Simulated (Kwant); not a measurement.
**Six-terminal Hall bar in a Ge (holes) two-dimensional gas**

Model system: six-terminal Hall bar in a Ge (holes) two-dimensional gas. Effective mass 0.06 mₑ, grid spacing 12 nm, hard walls, nominal width 300 nm (25 grid rows, so walls 312 nm apart), one parabolic valley, scattering region 780 nm long along x; energies count from the band bottom; Fermi energy swept from 0.0003975 to 0.00318 eV. Four side probes 60 nm wide, two on each edge; current runs along x; the sign of the Hall resistance is a convention. Perpendicular field 0.37 T, also in the leads; orbital effect alone.

Constants are typed, rounded textbook-type inputs, not results; the design itself was drawn at random and stands for no fabricated device.

Kwant, effective-mass tight-binding model on a square grid, one spin, coherent transport at 0 K. Resistances are in h/e².

| E (meV) | Hall resistance (h/e²) | longitudinal resistance (h/e²) |
|---|---|---|
| 1.246 | 0.50 | 0.00 |
| 1.294 | 0.50 | 0.00 |
| 1.341 | 0.50 | 0.00 |
| 1.388 | 0.50 | 0.00 |
| 1.435 | 0.50 | 0.00 |
| 1.482 | 0.50 | 0.00 |
| 1.529 | 0.50 | 0.00 |
| 1.577 | 0.50 | 0.00 |
| 1.624 | 0.50 | 0.00 |
| 1.671 | 0.50 | 0.00 |
| 1.718 | 0.50 | 0.00 |
| 1.765 | 0.33 | 0.00 |
| 1.812 | 0.33 | 0.00 |
| 1.860 | 0.33 | 0.00 |
| 1.907 | 0.33 | 0.00 |
| 1.954 | 0.33 | 0.00 |
| 2.001 | 0.33 | 0.00 |
| 2.048 | 0.33 | 0.00 |
| 2.095 | 0.33 | 0.00 |
| 2.143 | 0.33 | 0.00 |
| 2.190 | 0.33 | 0.00 |
| 2.237 | 0.33 | 0.00 |
| 2.284 | 0.33 | 0.00 |
| 2.331 | 0.33 | 0.00 |
| 2.378 | 0.33 | 0.00 |
| 2.425 | 0.25 | 0.00 |
| 2.473 | 0.25 | 0.00 |
| 2.520 | 0.25 | 0.00 |
| 2.567 | 0.25 | 0.00 |
| 2.614 | 0.25 | 0.00 |
| 2.661 | 0.25 | 0.00 |
| 2.708 | 0.25 | 0.00 |
| 2.756 | 0.25 | 0.00 |
| 2.803 | 0.25 | 0.00 |
| 2.850 | 0.25 | 0.00 |
| 2.897 | 0.25 | 0.00 |
| 2.944 | 0.25 | 0.00 |
| 2.991 | 0.25 | 0.00 |
| 3.038 | 0.25 | 0.00 |
| 3.086 | 0.25 | 0.00 |
| 3.133 | 0.20 | 0.00 |
| 3.180 | 0.20 | 0.00 |
